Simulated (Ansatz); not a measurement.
# Pressure series in PtTe2

The reference is PtTe2 (space group P-3m1, No. 164; a = 4.0523 Å, c = 5.0964 Å; layered).

Cell and atoms are relaxed at each pressure.

Level of theory: PBE-D3(BJ) in Ansatz (plane waves to 420 eV, PAW, no SOC).

Two rows of this table had their results exchanged by mistake.

| pressure | volume per atom (Å³) | shortest distance (Å) | band gap |
|---|---|---|---|
| pressure −2 GPa | 25.01 | 2.719 | zero |
| pressure −1 GPa | 23.92 | 2.702 | zero |
| pressure 0.3 GPa | 24.05 | 2.704 | zero |
| pressure 0.7 GPa | 24.55 | 2.712 | zero |
| pressure 1.5 GPa | 23.66 | 2.698 | zero |
| pressure 3 GPa | 23.24 | 2.689 | zero |
| pressure 5 GPa | 22.76 | 2.679 | zero |
| pressure 7.5 GPa | 22.23 | 2.667 | zero |
| pressure 10 GPa | 21.78 | 2.655 | zero |

Problem. Which two?

Solution. The rows for pressure −1 GPa and pressure 0.7 GPa: the volume has to fall steadily with pressure, so 24.55 Å³ belongs to pressure −1 GPa and 23.92 Å³ to pressure 0.7 GPa.

Load acts through the strain it causes; cell and atoms are relaxed under it. Whether these cells are dynamically stable was not tested. Competing high-pressure phases were not computed. The final runs are not spin-polarised.

Ansatz is a program for electronic structure.
